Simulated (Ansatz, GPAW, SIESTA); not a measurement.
One structure in several programs: a (001) slab of ZrB2 (cut from a parent of space group no. 191; 6 atoms in the cell)

Self-consistent single point.

```yaml
crystal:
  lattice:
    - [3.17000, 0.00000, 0.00000]
    - [-1.58500, 2.74530, 0.00000]
    - [0.00000, 0.00000, 17.29500]
  atoms:
    - { symbol: Zr, position: [0.00000, 0.00000, 0.44897] }
    - { symbol: Zr, position: [0.00000, 0.00000, 0.65308] }
    - { symbol: B, position: [0.66667, 0.33333, 0.34692] }
    - { symbol: B, position: [0.33333, 0.66667, 0.34692] }
    - { symbol: B, position: [0.66667, 0.33333, 0.55103] }
    - { symbol: B, position: [0.33333, 0.66667, 0.55103] }
```

Shared settings, as Ansatz (a quantum-chemistry and plane-wave program) writes them: kpoints.mp_grid.grid = 10 10 1; scf.occupations.method = fermi_dirac; scf.occupations.width = 0.0073 Ry. Potentials and cutoffs stand in the table.

```
code                                                                                                                       model  largest force (eV/Å)       cutoff
------  ------------------------------------------------------------------------------------------------------------------------  --------------------  -----------
Ansatz                                                                               LDA (PW92), default PAW files made with PBE                 1.140      30.9 Ry
GPAW                                                               LDA (Perdew-Wang 92), GPAW PAW datasets LDA (gpaw-data 1.0.1)                 1.211       900 eV
SIESTA  LDA PW92, numerical atomic orbitals DZP, PseudoDojo LDA standard norm-conserving potentials (rewritten from UPF to PSML)                 1.146  grid 400 Ry
```

Size of the force on each atom (eV/Å): Sizes of forces hide their directions.

```
code      Zr1    Zr2     B3     B4     B5     B6
------  -----  -----  -----  -----  -----  -----
Ansatz  0.950  1.140  0.703  0.703  0.342  0.342
GPAW    0.953  1.211  0.729  0.729  0.344  0.344
SIESTA  0.923  1.146  0.713  0.713  0.319  0.319
```

On Ansatz's run: spin polarisation is off, though cut faces can carry moments; the slab shows no gap. The two faces of this cut differ, and no dipole correction was used.

The spread over the programs that give each value: largest force within 0.071 eV/Å.

SIESTA uses small atom-centred bases, whose incompleteness enters pressures, forces and empty levels differently from a plane-wave cutoff.

The starting cell has typed, rounded lattice constants, without a prior relaxation at this level. The slab is cut from that crystal, and its faces are unrelaxed.

Left out of this page: ABINIT (with a known weakness of the program).

Keys are those of Ansatz 0.2.
